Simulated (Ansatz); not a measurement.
Ag3SI (R3, No. 146, 5 atoms in the cell; start mp-22995), treated with PBEsol (PAW; Ansatz, a first-principles code).

Input file:

Ansatz 0.2 input:
```yaml
crystal:
  lattice:
    - [3.4261721536, 1.9781014152, 2.7780802558]
    - [-3.4261721536, 1.9781014152, 2.7780802558]
    - [0.0, -3.9562028304, 2.7780802558]
  atoms:
    - { symbol: Ag, position: [0.0375677779, 0.3731420986, 0.5185837312] }
    - { symbol: Ag, position: [0.5185837312, 0.0375677779, 0.3731420986] }
    - { symbol: Ag, position: [0.3731420986, 0.5185837312, 0.0375677779] }
    - { symbol: S, position: [0.5446449548, 0.5446449548, 0.5446449548] }
    - { symbol: I, position: [0.9900414376, 0.9900414376, 0.9900414376] }
basis:
  ecutwfc: 520
  ecutrho_ratio: 4
  xc_grid: 2
kpoints:
  mp_grid: { grid: [8, 8, 8] }
hamiltonian:
  xc: pbesol
  dispersion: none
  pseudopotentials: { kind: paw }
scf:
  occupations: { method: fermi_dirac, width: 0.01 }
output:
  forces: true
  stress: true
  eigenvalues: true
relax:
  f_tol: 0.004
  escape_saddle: false
  max_steps: 80
  cell: { stress_tol: 0.02, fix: [volume] }
```

The run printed, among other lines:

```
Relaxation: its limit of steps is 80 (relax.max_steps)
Crystal: 5 atoms, lattice volume = 112.968 Å³
Basis set: ecut = 520 eV, 3011 PW (Γ), exchange–correlation on 72×72×72 points (8 copies of the dense FFT grid, shifted against one another)
Bands: 48, of which v1, the nominal top of the filled ones, is band 40 counted from 1 (39 counted from 0)
Symmetry: 3 space group operations
Space group: R3 (ITA 146), of the structure as read, at distance tolerance 4.8e-5 Å
k-points: 90 of 512 (time reversal used)
Functional: x = pbesol(κ = 0.804, μ = 0.12345679012345678), c = pbesol(β = 0.046)
SCF iter   1: F=—  HF=-30884.293031 eV  |F-HF|=—  |Δ(HF+E_count)|=         —  Δρ=7.49e-3  dr2=7.49e-2
SCF iter   2: F=—  HF=-30884.273687 eV  |F-HF|=—  |Δ(HF+E_count)|=   1.93e-2  Δρ=2.22e-3  dr2=8.42e-3
  ...
SCF 1 converged in 7 iterations: F = -30884.271627 eV  dr2 = 3.83e-8
Crystal: 5 atoms, lattice volume = 112.968 Å³
Basis set: ecut = 520 eV, 2969 PW (Γ), exchange–correlation on 72×72×72 points (8 copies of the dense FFT grid, shifted against one another)
Initial density: handed on by an earlier stage of this run
SCF 2 converged in 5 iterations: F = -30884.272808 eV  dr2 = 1.56e-7
Crystal: 5 atoms, lattice volume = 112.968 Å³
SCF 3 converged in 5 iterations: F = -30884.272897 eV  dr2 = 9.54e-9
Crystal: 5 atoms, lattice volume = 112.968 Å³
SCF 4 converged in 6 iterations: F = -30884.272928 eV  dr2 = 2.34e-10
Crystal: 5 atoms, lattice volume = 112.968 Å³
SCF iter   5: F=—  HF=-30884.272929 eV  |F-HF|=—  |Δ(HF+E_count)|=  1.09e-11  Δρ=9.69e-8  dr2=1.08e-11
SCF iter   6: F=-30884.272929 eV  HF=-30884.272929 eV  |F-HF|=3.64e-12  |Δ(HF+E_count)|=  7.28e-12  Δρ=2.38e-8  dr2=1.24e-12
SCF 5 converged in 6 iterations: F = -30884.272929 eV  dr2 = 1.24e-12
SCF converged after 6 iterations
Free energy (F): -30884.272929 eV
Internal energy: -30884.272929 eV  (E = F + TS)
E sigma→0 (E₀):  -30884.272929 eV
Fermi energy:    10.764292 eV
--- Stress (GPa, compression-positive) ---
       -1.055413      -0.000000      -0.000000
        0.000000      -1.055413      -0.000000
        0.000000      -0.000000      -1.052700
  P = ⅓ Tr σ = -1.0545 GPa (-10.545 kbar)
```

The cell is one volume of an energy–volume scan, off the minimum.

The PAW data were made under PBE.

Note: the relaxation could not lower the start's symmetry, so the cell can be a saddle point above a distorted one.

The result took around 110 core-seconds (rough).

A start named mp-… is a Materials Project structure, which need not be a measured phase.
